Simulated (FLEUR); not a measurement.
Input and output of a self-consistent single point for KSr3 (Fm-3m, 4 atoms in the cell) (FLEUR).

Method: PBEsol, all-electron FLAPW (FLEUR), scalar-relativistic valence in FLEUR.

```
CELL_PARAMETERS angstrom
      0.00000     4.97170     4.97170
      4.97170     0.00000     4.97170
      4.97170     4.97170     0.00000
ATOMIC_POSITIONS crystal
  K  0.00000 0.00000 0.00000
  Sr 0.25000 0.25000 0.25000
  Sr 0.75000 0.75000 0.75000
  Sr 0.50000 0.50000 0.50000
```

Reference input (self-consistent single point, DFT, LDA (Vosko-Wilk-Nusair), all-electron FLAPW (FLEUR), scalar-relativistic valence): Kmax = 3.8 1/bohr; GmaxXC = 13.3 1/bohr; xcFunctional = vwn; jspins = 1; l_soc = F; mode = hist; fermiSmearingEnergy = 0.00183747 Htr; mesh (inpgen div1-3) = 5 5 5; inpgen gamma flag = false; Gmax = 13.3 1/bohr; numbands = 0; maxIterBroyd = 99. This run's input differs from it in these lines:

```diff
@@ -16,3 +16,3 @@
 &comp jspins=1 /
-&exco xctyp='vwn' /
+&exco xctyp='PBEs' /
 &kpt div1=5 div2=5 div3=5 /
@@ -29,3 +29,3 @@
       <coreElectrons ctail="T" frcor="F" kcrel="0" coretail_lmax="0"/>
-      <xcFunctional name="vwn" relativisticCorrections="F"/>
+      <xcFunctional name="PBEs" relativisticCorrections="F"/>
       <magnetism jspins="1"/>
```

Output, abridged:

```
 Iteration:     1   Distance:       1.32238625 me/bohr^3
 Iteration:     2   Distance:       1.25115253 me/bohr^3
 Iteration:     3   Distance:       0.26036567 me/bohr^3
 Iteration:     4   Distance:       0.08577254 me/bohr^3
 Iteration:     5   Distance:       0.04487154 me/bohr^3
   [... 3 lines left out ...]
 Iteration:     9   Distance:       0.00045166 me/bohr^3
 Iteration:    10   Distance:       0.00024425 me/bohr^3
 Iteration:    11   Distance:       0.00004408 me/bohr^3
 Iteration:    12   Distance:       0.00000994 me/bohr^3
 Run finished successfully
 Stop message:
   Structural relaxation: Done

[file out, last iteration]
             iter=     13
[...]
          total density-effective poten   -1.6406187531E+04
          total charge density-energy d   -3.4225856416E+02
 Updated energy parameters for spin:           1
[...]
 fermi energy and band-weighting factors:

[...]
FERMIE:
          first approx. to ef    (T=0)  :   0.106439 htr   (energy of the highest occ. eigenvalue)
          number of occ. states  (T=0)  :        191
          first approx. to seigv (T=0)  : -22.261407 htr
          sum of weights of occ. states :  19.576000
          sum of semicore charge        :   0.000000 e
FERHIS:  Fermi-Energy by histogram:
          bandgap                     :   0.003946 htr
   [... lines left out ...]
          charge neutrality (T=0)     :   0.152000    (zero if the highest occ. eigenvalue is "entirely" occupied)
     EF_NEWTON:  Adjust Fermi-Energy by Newton-Method.
 Direct bandgap for spin            1 :    4.0151049422557789E-003  Htr
 ---->    free energy=                    -10135.1334547385 htr
   [... lines left out ...]
 TOTAL FORCE FOR ATOM TYPE=  1  X=  0.000   Y=  0.000   Z=  0.000
                       FX_TOT= 0.000000 FY_TOT= 0.000000 FZ_TOT= 0.000000
 TOTAL FORCE FOR ATOM TYPE=  2  X=  4.698   Y=  4.698   Z=  4.698
                       FX_TOT= 0.000000 FY_TOT= 0.000000 FZ_TOT= 0.000000
 TOTAL FORCE FOR ATOM TYPE=  3  X=  9.395   Y=  9.395   Z=  9.395
                       FX_TOT= 0.000000 FY_TOT= 0.000000 FZ_TOT= 0.000000
 Structural relaxation: Done
```

The run converged in 12 iterations. FLEUR gives forces in its relaxation mode, with a further iteration, so its stop message speaks of a relaxation. 

The starting cell comes from a database of computed structures (which also holds hypothetical and non-ambient phases and stackings), without a prior relaxation at this level. Its lattice was rescaled by a random factor within 2.5 % of one. Values depend on the basis (sphere radii, cutoffs, local orbitals), which need not be converged. The log's line on a gap gives a spacing of levels on this mesh, which the program prints for metals too.

Cost on one core of a shared machine: roughly 2 min.
